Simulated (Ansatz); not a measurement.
We consider CsCl-type CuZn, described by r²SCAN-D4 (Ansatz, a quantum-chemistry and plane-wave program, PAW).

Excerpt of the program's output:

```
Crystal: 2 atoms, lattice volume = 24.558 Å³
Basis set: ecut = 560 eV, 739 PW (Γ), exchange–correlation on 72×72×72 points (27 copies of the dense FFT grid, shifted against one another)
Bands: 20, of which v1, the nominal top of the filled ones, is band 16 counted from 1 (15 counted from 0)
Symmetry: 48 space group operations
Space group: Pm-3m (ITA 221), of the structure as read, at distance tolerance 2.9e-5 Å
k-points: 220 of 5832
Functional: x = r2scan, c = r2scan; τ floored in thin density (d = 2e-4 eV/Å³)
SCF iter   1: F=—  HF=-9957.481267 eV  |F-HF|=—  |Δ(HF+E_count)|=         —  Δρ=3.36e-2  dr2=1.53e-1  dr2_τ=2.21e-3
SCF iter   2: F=—  HF=-9957.464362 eV  |F-HF|=—  |Δ(HF+E_count)|=   1.69e-2  Δρ=1.14e-2  dr2=1.42e-2  dr2_τ=1.26e-3
  ...
SCF iter   8: F=—  HF=-9957.452005 eV  |F-HF|=—  |Δ(HF+E_count)|=   2.18e-6  Δρ=1.78e-5  dr2=4.09e-8  dr2_τ=1.37e-10
SCF iter   9: F=-9957.452005 eV  HF=-9957.452005 eV  |F-HF|=9.09e-12  |Δ(HF+E_count)|=   2.29e-9  Δρ=7.85e-7  dr2=6.16e-11  dr2_τ=2.41e-12
SCF 1 converged in 9 iterations: F = -9957.452005 eV  dr2 = 6.16e-11
SCF converged after 9 iterations
Free energy (F): -9957.452005 eV
Internal energy: -9957.447936 eV  (E = F + TS)
E sigma→0 (E₀):  -9957.449970 eV
Fermi energy:    15.071824 eV
--- Forces (eV/Å), atoms counted from 1 ---
  atom   1  Zn     0.00000000     0.00000000     0.00000000
  atom   2  Cu    -0.00000000     0.00000000    -0.00000000
--- Stress (GPa, compression-positive) ---
       -0.000023       0.000000       0.000000
        0.000000      -0.000023      -0.000000
        0.000000       0.000000      -0.000023
  P = ⅓ Tr σ = -0.0000 GPa (-0.000 kbar)
```

Q: Write an input file that could have produced this run (the log leaves some choices open).

A: Several could match; the one computed here: 
Ansatz 0.2 input:
```yaml
crystal:
  lattice:
    - [2.9066781078, 0.0, 0.0]
    - [0.0, 2.9066781078, 0.0]
    - [0.0, 0.0, 2.9066781078]
  atoms:
    - { symbol: Zn, position: [0.5, 0.5, 0.5] }
    - { symbol: Cu, position: [0.0, 0.0, 0.0] }
basis:
  ecutwfc: 560
  ecutrho_ratio: 4
  xc_grid: 3
kpoints:
  mp_grid: { grid: [18, 18, 18] }
hamiltonian:
  xc: r2scan
  dispersion: d4
  pseudopotentials: { kind: paw }
scf:
  occupations: { method: fermi_dirac, width: 0.05 }
  convergence: { dr2_threshold: 0.0000000002 }
output:
  forces: true
  stress: true
  eigenvalues: true
```

The PAW data were made under PBE.
